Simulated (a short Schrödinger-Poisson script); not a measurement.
Structure: symmetric double-gate stack, SiO2 on p-type InP, at 400 K.

| layer | material | thickness (nm) | Na (cm⁻³) |
|---|---|---|---|
| 1 | SiO2 | 3.3 | - |
| 2 | InP | 10 | 3e16 |
| 3 | SiO2 | 3.3 | - |

The device is made up for the run: typed textbook-type constants, with dimensions and the other settings drawn at random. SiO2: permittivity 3.9, conduction-band edge (eV) 3.48, gap (eV) 9, electron mass (mₑ) 0.5. InP: permittivity 12.5, conduction-band edge (eV) 0, gap (eV) 1.344, Nv at 300 K (cm⁻³) 1.1e19.

Channel valleys (confinement mass, in-plane density-of-states mass, number): Γ 0.08, 0.08, 1. At the gates, both at one voltage, the conduction-band edge of layer 1 lies 3.74 eV − eVg above the Fermi level of the channel. Gaps are held at their typed values at every temperature. Mesh 0.03 nm at interfaces.

Solved with a short Schrödinger-Poisson script written for these runs: 1D Poisson equation in equilibrium, electrons quantum, Hartree (BenDaniel-Duke, 12 states a valley, the channel's in-plane mass for all, wave functions free to enter the dielectric), parabolic valleys, classical holes, full ionisation, no traps, pinning or gate leakage.

The same stack at other levels of the model or other numerical settings:

| run | sheet density of all electrons at Vg = 2.4 V (cm⁻²) | sheet density of all electrons at Vg = 0.6 V (cm⁻²) | capacitance of both gates at Vg = 2.4 V (μF/cm²) | rough cost against the base |
|---|---|---|---|---|
| base | 2.03e13 | 2.60e12 | 1.66 | about 1 |
| electrons treated as classical, Boltzmann | 2.52e13 | 3.40e12 | 2.02 | 0.05 |
| electrons treated as classical, Fermi-Dirac | 2.08e13 | 2.93e12 | 1.65 | 0.1 |
| electrons treated as quantum, Hartree plus LDA exchange-correlation | 2.06e13 | 2.74e12 | 1.68 | 2 |
| mesh six times as coarse | 2.02e13 | 2.57e12 | 1.66 | 0.3 |

The classical rows ignore confinement, and Boltzmann statistics overrate the density once the band edge passes the Fermi level.

Above a few 1e12 electrons/cm² a light Γ valley is non-parabolic and upper valleys begin to fill, which the model leaves out.
